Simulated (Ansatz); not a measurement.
The reference is MoTe₂ (space group P6_3/mmc, No. 194; a = 3.4966 Å, c = 13.6959 Å; layered, stacked along the Cartesian z axis). Axes: x lies along a and z along c of the hexagonal cell.

Structures relaxed with DFT with PBE-D3(BJ), PAW potentials and a 420 eV plane-wave cutoff in Ansatz (a first-principles code), no spin-orbit coupling.

Base:

Simulated powder pattern, Cu Kα1, λ = 1.54056 Å (kinematic, ideal powder, no thermal factors, no anomalous dispersion; the 10 strongest lines at most, above 2 %, up to 2θ = 90°):

```csv
2θ (°),I/Imax (%),hkl
12.92,17,(002)
26.00,12,(004)
29.47,38,(100)
35.55,100,(103)
44.57,31,(105)
52.28,29,(110)
64.82,17,(203)
78.06,16,(118)
83.97,11,(1 0 11)
87.87,15,(213)
```

It is then changed as follows: the cell is stretched by 3.00 % along z with no lateral relaxation, atoms relaxed at fixed cell.

After the change:

Simulated powder pattern, Cu Kα1, λ = 1.54056 Å (kinematic, ideal powder, no thermal factors, no anomalous dispersion; the 10 strongest lines at most, above 2 %, up to 2θ = 90°):

| 2θ (°) | d (Å) | I/Imax (%) | hkl |
|---|---|---|---|
| 12.54 | 7.053 | 25 | (002) |
| 25.23 | 3.527 | 14 | (004) |
| 29.47 | 3.028 | 39 | (100) |
| 35.22 | 2.546 | 100 | (103) |
| 43.82 | 2.064 | 40 | (105) |
| 52.28 | 1.748 | 31 | (110) |
| 64.62 | 1.441 | 17 | (203) |
| 76.69 | 1.242 | 19 | (118) |
| 81.43 | 1.181 | 11 | (1 0 11) |
| 87.68 | 1.112 | 15 | (213) |

The indices refer to the base's conventional cell; one index is shown for lines that coincide.

The cells carry an imposed strain or load. Whether these cells are dynamically stable was not tested. The D3 term's C6 switches between coordination references near this geometry, which can add small steps to energies.
